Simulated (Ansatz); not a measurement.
Data:

```
BaTiO3
1.0
    4.06747     0.00000     0.00000
    0.00000     4.06747     0.00000
    0.00000     0.00000     4.06747
Ba Ti O
1 1 3
Direct
  0.00000   0.00000   0.00000
  0.50000   0.50000   0.50000
  0.50000   0.00000   0.50000
  0.00000   0.50000   0.50000
  0.50000   0.50000   0.00000
```

No spin polarisation.

All numbers come from PBE/PAW in Ansatz (a program for electronic structure), no spin-orbit coupling. Γ-centred 8×8×8 mesh, Fermi–Dirac width 0.05 eV.

Q: Predict the width of the top valence band, gap character and pressure.

A: 
```json
{
  "width_of_the_top_valence_band": "0.93 eV",
  "gap_character": "indirect, R → Γ",
  "pressure": "-5.38 GPa"
}
```

The cells carry an imposed strain or load. Whether these cells are dynamically stable was not tested. All final runs are without spin polarisation. The cell was made from BaTiO3 in the cubic perovskite structure (space group Pm-3m, No. 221) by this change: isotropic strain +1.20 %. Many cubic perovskites are stable only at high temperature; tilts and polar distortions were not tested. This is not the structure that BaTiO3 has at room temperature and ambient pressure.
